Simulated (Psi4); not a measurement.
Psi4 1.11, R2SCAN/def2-svpd: F[SiH2]C1[SiH2]N[SiH2]1, 14 atoms. The geometry is a generated start, not checked to be a minimum at this level.

```
Quantity                                                 Result
-------------------------------  ------------------------------
task                                                   gradient
method                                                   r2scan
basis                                                 def2-svpd
memory                                                     7 GB
scf_type                                           df (default)
guess                            auto, which took SAD (default)
diis_max_vecs                                      10 (default)
scf_initial_accelerator                         adiis (default)
e_convergence                                   1e-08 (default)
d_convergence                                   1e-08 (default)
basis functions (reference run)                             199
grid points (reference run)                             2528927
```

```xyz
14

F      2.8188     0.5607     1.2686
Si     1.9717     0.6370    -0.0905
C      0.4470    -0.4641     0.1040
Si    -0.8982    -0.3326    -1.2334
N     -2.0461    -0.4266     0.0243
Si    -0.9667     0.1893     1.1963
H      1.6185     2.0527    -0.3533
H      2.8222     0.1444    -1.2020
H      0.7022    -1.5028     0.3337
H     -0.9810     0.9794    -1.9097
H     -1.0159    -1.5328    -2.0841
H     -2.2242    -1.4044     0.2326
H     -1.0870     1.6615     1.2614
H     -1.1614    -0.5617     2.4519
```

Differences are taken against the run with dft_radial_points = 200, dft_spherical_points = 974, dft_pruning_scheme = none (default); no run here is proven converged. One run each, on a shared machine, so no times are given.

Settings tried, all else as in the reference:
- dft_radial_points = 99, dft_spherical_points = 590, dft_pruning_scheme = robust
- dft_radial_points = 75 (default), dft_spherical_points = 434
- dft_radial_points = 99, dft_spherical_points = 590, dft_pruning_scheme = treutler
- dft_radial_points = 75 (default), dft_spherical_points = 302 (default)
- dft_radial_points = 99, dft_spherical_points = 590
- dft_radial_points = 75 (default), dft_spherical_points = 302 (default), dft_pruning_scheme = robust
- dft_radial_points = 150, dft_spherical_points = 770
- dft_radial_points = 75 (default), dft_spherical_points = 302 (default), dft_pruning_scheme = treutler
- dft_radial_points = 25, dft_spherical_points = 50
- dft_radial_points = 35, dft_spherical_points = 110
- dft_radial_points = 50, dft_spherical_points = 194

### Question
Which settings reproduce the reference to 10 meV/atom in energy, 100 meV/Å in forces (largest component)?

### Answer
Within it: dft_radial_points = 150, dft_spherical_points = 770; dft_radial_points = 99, dft_spherical_points = 590; dft_radial_points = 99, dft_spherical_points = 590, dft_pruning_scheme = robust; dft_radial_points = 75 (default), dft_spherical_points = 302 (default), dft_pruning_scheme = robust; dft_radial_points = 75 (default), dft_spherical_points = 302 (default); dft_radial_points = 75 (default), dft_spherical_points = 434; dft_radial_points = 99, dft_spherical_points = 590, dft_pruning_scheme = treutler; dft_radial_points = 75 (default), dft_spherical_points = 302 (default), dft_pruning_scheme = treutler. At the edge (between 0.75 and 1.33 times the tolerance): dft_radial_points = 50, dft_spherical_points = 194. Outside: dft_radial_points = 35, dft_spherical_points = 110; dft_radial_points = 25, dft_spherical_points = 50.

```json
[
 {"setting": "the reference", "grid points": "2528927", "energy against the reference": "—", "difference in forces (largest component)": "—"},
 {"setting": "dft_radial_points = 150, dft_spherical_points = 770", "grid points": "1508329", "energy against the reference": "−0.0014 meV/atom", "difference in forces (largest component)": "1.5 meV/Å"},
 {"setting": "dft_radial_points = 99, dft_spherical_points = 590", "grid points": "765952", "energy against the reference": "+0.16 meV/atom", "difference in forces (largest component)": "4.5 meV/Å"},
 {"setting": "dft_radial_points = 99, dft_spherical_points = 590, dft_pruning_scheme = robust", "grid points": "534554", "energy against the reference": "+0.16 meV/atom", "difference in forces (largest component)": "4.6 meV/Å"},
 {"setting": "dft_radial_points = 75 (default), dft_spherical_points = 302 (default), dft_pruning_scheme = robust", "grid points": "204246", "energy against the reference": "−0.32 meV/atom", "difference in forces (largest component)": "37 meV/Å"},
 {"setting": "dft_radial_points = 75 (default), dft_spherical_points = 302 (default)", "grid points": "298526", "energy against the reference": "−0.32 meV/atom", "difference in forces (largest component)": "38 meV/Å"},
 {"setting": "dft_radial_points = 75 (default), dft_spherical_points = 434", "grid points": "428696", "energy against the reference": "−0.34 meV/atom", "difference in forces (largest component)": "38 meV/Å"},
 {"setting": "dft_radial_points = 99, dft_spherical_points = 590, dft_pruning_scheme = treutler", "grid points": "397130", "energy against the reference": "+0.66 meV/atom", "difference in forces (largest component)": "40 meV/Å"},
 {"setting": "dft_radial_points = 75 (default), dft_spherical_points = 302 (default), dft_pruning_scheme = treutler", "grid points": "163590", "energy against the reference": "+0.27 meV/atom", "difference in forces (largest component)": "63 meV/Å"},
 {"setting": "dft_radial_points = 50, dft_spherical_points = 194", "grid points": "129934", "energy against the reference": "+10 meV/atom", "difference in forces (largest component)": "69 meV/Å"},
 {"setting": "dft_radial_points = 35, dft_spherical_points = 110", "grid points": "51722", "energy against the reference": "+17 meV/atom", "difference in forces (largest component)": "76 meV/Å"},
 {"setting": "dft_radial_points = 25, dft_spherical_points = 50", "grid points": "16881", "energy against the reference": "+42 meV/atom", "difference in forces (largest component)": "350 meV/Å"}
]
```

Total energies are compared; such shifts often cancel in part in energy differences. The gradients leave out the derivatives of the grid weights. The tolerance is a choice made for this comparison.
